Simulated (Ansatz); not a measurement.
**SiH3 on the 1x1 (10-10) surface of wurtzite AlN (cut with top plane Al + N), one in a 2x1 cell, started at the site 'bridge Al-Al-Al-N (span 3.1 Å)'**

Host crystal: wurtzite AlN, with a band gap (PBE, scalar-relativistic without spin-orbit coupling).

The numbers are results of r2SCAN, at the PBE geometry and the start's symmetry (plane waves to 500 eV, PAW; Ansatz, an electronic-structure program), not measurements.

Slab: 36 atoms, 8.9 Å thick at the start under the adsorbate (thin: gaps and levels are the slab's own); k 3x4x1, smearing 0.01 eV, dipole-corrected; single point; no symmetry held, on the structure that PBE left; spin-polarised, ending with about 1.0 μB a cell; orders that need a larger cell were not tried, no spin-orbit, no U, no dispersion correction. The program's check for a lower electronic state was not made. At the end it is bonded to N. In PBE it is, or lies within 0.03 eV of, the lowest of the starts that converged; the order may differ at this level.

```
Quantity                                                                                                                                          Value
--------------------------------------------------------------------------------------  ---------------------------------------------------------------
adsorption energy against SiH4(g) − ½ H2(g) at the same level                                                                                  -0.34 eV
change of the step from the bottom to the top vacuum level, against the clean slab                                                              0.59 eV
height of the binding atom over the mean of the host atoms within 0.3 Å of the top one                                                          1.843 Å
magnetic moment of the cell                                                                                                                     1.00 μB
nearest host atoms of the binding atom                                                                          N at 1.79 Å, Al at 2.89 Å, Al at 3.01 Å
note                                                                                    in the relaxation the adsorbate left its starting site by 1.9 Å
cost                                                                                                             about 11 core-minutes (a rough figure)
```

A negative adsorption energy means that the adsorbate is more stable on the surface than in its reference.
